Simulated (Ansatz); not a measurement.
The reference is SiC in the wurtzite structure (space group P6_3mc, No. 186; a = 3.092 Å, c = 5.074 Å).

(Cell as relaxed with PBE.)

Levels (all Ansatz, a program for electronic structure, PAW, earlier PAW set): PBE (420 eV, no spin-orbit coupling); r2SCAN (500 eV, no spin-orbit coupling).

Each level relaxes its own structure.

```
base                      PBE    r2SCAN
-------------------  --------  --------
volume per atom      10.50 Å³  10.34 Å³
lattice parameter a   3.092 Å   3.075 Å
band gap              2.31 eV   2.65 eV
```

It is then changed as follows: full substitution C → B; the structure is relaxed again.

```tsv
quantity	PBE	r2SCAN
shortest interatomic distance	1.985 Å	___
c/a ratio	1.848	___
band gap	zero	___
```

Task: What does r2SCAN give?

Result: 
- shortest interatomic distance, r2SCAN: 1.980 Å
- c/a ratio, r2SCAN: 1.842
- band gap, r2SCAN: zero

PBE's shortest interatomic distance lies 0.005 Å above r2SCAN's (0.3 %); PBE's c/a ratio lies 0.0066 above r2SCAN's; the two agree on the band gap. Neither level is exact; r2SCAN is the comparison here, not a measurement.

No phonon test of stability was made. For SiB in this form, whether it has been made was not checked. All final runs are without spin polarisation.
